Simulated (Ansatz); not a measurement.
**Habitual settings against a tight run: AlBW (Cmcm, 6 atoms in the cell)**

Self-consistent single point.

```xyz
6
Lattice="1.5674 -6.8042 0.0000 1.5674 6.8042 0.0000 0.0000 0.0000 3.0355" Properties=species:S:1:pos:R:3 pbc="T T T"
Al     1.5674    -2.7198     2.2766
Al     1.5674     2.7198     0.7589
B      1.5674    -0.4698     2.2766
B      1.5674     0.4698     0.7589
W      1.5674     5.5737     0.7589
W      1.5674    -5.5737     2.2766
```

Level of theory: PBEsol, harder PAW files (source: ansatz) made with PBE (plane waves; Ansatz, a first-principles code).

Base settings: basis.ecutwfc = 900 eV; kpoints.mp_grid.grid = 7 7 7; hamiltonian.xc = pbesol; hamiltonian.pseudopotentials = {kind: paw, source: ansatz}; scf.occupations.method = cold; scf.occupations.width = 0.1 eV.

Tight run (finer mesh or higher cutoff; not a proven limit): basis.ecutwfc: 900 eV → 1260 eV; kpoints.mp_grid.grid: 7 7 7 → 10 10 10; scf.convergence.dr2_threshold: default (1e-07 eV) → 1e-09 eV. It gave Fermi level (on the code's own zero) 21.61 eV; pressure 17.56 GPa; largest force (vector length) 0.246 eV/Å.

Quick runs, as changes from the base:
- A: the base itself
- B: basis.ecutwfc: 900 eV → 450 eV; kpoints.mp_grid.grid: 7 7 7 → 4 4 4; scf.occupations.method: cold → methfessel_paxton; scf.occupations.width: 0.1 eV → 0.5 eV
- C: basis.ecutwfc: 900 eV → 540 eV; kpoints.mp_grid.grid: 7 7 7 → 3 3 3; hamiltonian.xc: pbesol → lda; scf.occupations.method: cold → methfessel_paxton; scf.occupations.width: 0.1 eV → 0.272 eV; kpoints.mp_grid.shift: default → 0.5 0.5 0.5; scf.convergence.dr2_threshold: default (1e-07 eV) → 0.001 eV [LDA (PW92)]
- D: basis.ecutwfc: 900 eV → 450 eV; kpoints.mp_grid.grid: 7 7 7 → 2 2 2
- E: basis.ecutwfc: 900 eV → 630 eV; kpoints.mp_grid.grid: 7 7 7 → 4 4 4; hamiltonian.xc: pbesol → lda; scf.convergence.dr2_threshold: default (1e-07 eV) → 0.001 eV [LDA (PW92)]
- F: basis.ecutwfc: 900 eV → 450 eV; kpoints.mp_grid.grid: 7 7 7 → 8 8 8; hamiltonian.xc: pbesol → lda; kpoints.mp_grid.shift: default → 0.5 0.5 0.5; scf.convergence.dr2_threshold: default (1e-07 eV) → 0.0001 eV [LDA (PW92)]

Energies are extrapolated to zero smearing width, which holds to low order in the width alone.

Dashes: energy of C, E, F, another energy zero.

† marks runs with another functional, U, potentials or spin treatment: their distance from the tight run is not a convergence error alone.

The count of work is k-points × plane waves × bands × iterations; it is no time. 

Pressures in the table are Ansatz's without its Pulay estimate, at a fixed set of plane waves; the tight run's value above holds the estimate.

The starting cell comes from a database of computed structures (which also holds hypothetical and non-ambient phases and stackings), without a prior relaxation at this level. Its lattice was rescaled by a random factor within 2.5 % of one. Spin polarisation is off. In the base run, with a pressure of about 18 GPa the cell is away from its equilibrium volume at this level.

```csv
run,energy less tight (meV/atom),pressure less tight (GPa),largest miss in a force vector (eV/Å),count of work / tight
A,0.9,-0.03,0.116,0.19
B,2893.9,-318.06,0.236,0.020
C†,–,-47.01,0.684,0.0077
D,3171.6,-307.07,1.306,0.0063
E†,–,-9.59,0.569,0.025
F†,–,-325.54,0.063,0.059
```

Among the runs at the tight run's level, the energy misses run from 0.9 to 3171.6 meV/atom.

Keys are those of Ansatz 0.2.
